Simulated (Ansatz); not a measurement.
## A computed series for Zr: response to strain

Consider Zr in the hcp (Mg type) structure (space group P6_3/mmc, No. 194; a = 3.144 Å, c = 5.093 Å; relaxed with 0.1 eV smearing). Axes: x lies along a and z along c of the hexagonal cell.

Strains are applied to the cell and any free atomic positions relax.

Computed with plane-wave PAW DFT at the LDA level (Ansatz, a quantum-chemistry and plane-wave program, 420 eV), no spin-orbit coupling.

Notes on the quantities. energy relative to the base: free energy F.

```json
[
 {"uniaxial strain ε_xx (%)": "0", "energy relative to the base (meV/atom)": "0.0"},
 {"uniaxial strain ε_xx (%)": "0.5", "energy relative to the base (meV/atom)": "?"},
 {"uniaxial strain ε_xx (%)": "1", "energy relative to the base (meV/atom)": "0.9"},
 {"uniaxial strain ε_xx (%)": "1.5", "energy relative to the base (meV/atom)": "2.0"},
 {"uniaxial strain ε_xx (%)": "2", "energy relative to the base (meV/atom)": "3.5"},
 {"uniaxial strain ε_xx (%)": "2.5", "energy relative to the base (meV/atom)": "5.5"},
 {"uniaxial strain ε_xx (%)": "3", "energy relative to the base (meV/atom)": "7.8"}
]
```

**Question.** Fit ΔE = Aε² + Bε³ (ε in %) to the rows shown and predict the withheld row.

**Answer.** Least squares on the printed values gives A = 0.910 and B = -0.014 meV/atom (largest residual 0.0 meV/atom); this predicts 0.2 meV/atom, and the run gives 0.2 meV/atom, in agreement.

Stability against distortions was not tested. All final runs are without spin polarisation.
